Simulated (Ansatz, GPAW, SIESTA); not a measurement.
**One structure in several programs: AlInAg2Se4 (I-4, 8 atoms in the cell)**

Self-consistent single point.

```
CELL_PARAMETERS angstrom
     -3.05922     3.05922     5.80238
      3.05922    -3.05922     5.80238
      3.05922     3.05922    -5.80238
ATOMIC_POSITIONS crystal
  Al 0.25000 0.75000 0.50000
  In 0.00000 0.00000 0.00000
  Ag 0.75000 0.25000 0.50000
  Ag 0.50000 0.50000 0.00000
  Se 0.60177 0.63750 0.50415
  Se 0.36250 0.86665 0.96427
  Se 0.13335 0.09762 0.49585
  Se 0.90238 0.39823 0.03573
```

Shared settings, as Ansatz (an electronic-structure program) writes them: kpoints.mp_grid.grid = 6 6 6; scf.occupations.method = fermi_dirac; scf.occupations.width = 0.0037 Ry. Potentials and cutoffs stand in the table.

| code | model | pressure (GPa) | largest force (eV/Å) | gap on the mesh (eV) | cutoff |
|---|---|---|---|---|---|
| GPAW | LDA (Perdew-Wang 92), GPAW PAW datasets LDA (gpaw-data 1.0.1) | -4.57 | 0.222 | – | 600 eV |
| Ansatz | LDA (PW92), PAW files made with PBE | -4.59 | 0.209 | 0.259 | 30.9 Ry |
| SIESTA | LDA PW92, numerical atomic orbitals DZP, PseudoDojo LDA standard norm-conserving potentials (rewritten from UPF to PSML) | -4.17 | 0.283 | 0.368 | grid 400 Ry |

A dash marks a value that a program does not give, or that is left out as unsure.

No gap is tabulated for GPAW: it is not read from that output, or partly filled or unconverged empty levels leave it unsure.

Gaps are read on the mesh.

The spread over the programs that give each value: pressure within 0.42 GPa; largest force within 0.074 eV/Å; gap on the mesh within 0.109 eV.

SIESTA uses small atom-centred bases, whose incompleteness enters pressures, forces and empty levels differently from a plane-wave cutoff. Ansatz's pressure is given at a fixed set of plane waves, as the other plane-wave codes print theirs. In the force vectors, SIESTA (by 0.235) lies more than 0.08 eV/Å from the median of the plane-wave programs.

On the base mesh (3 3 3) the same programs gave: Ansatz pressure -4.59 GPa, gap on the mesh 0.256 eV; GPAW pressure -4.58 GPa; SIESTA pressure -4.19 GPa, gap on the mesh 0.364 eV.

The starting cell comes from a database of computed structures (which also holds hypothetical and non-ambient phases and stackings), without a prior relaxation at this level.

Left out of this page: CP2K (on another mesh).

Keys are those of Ansatz 0.2.
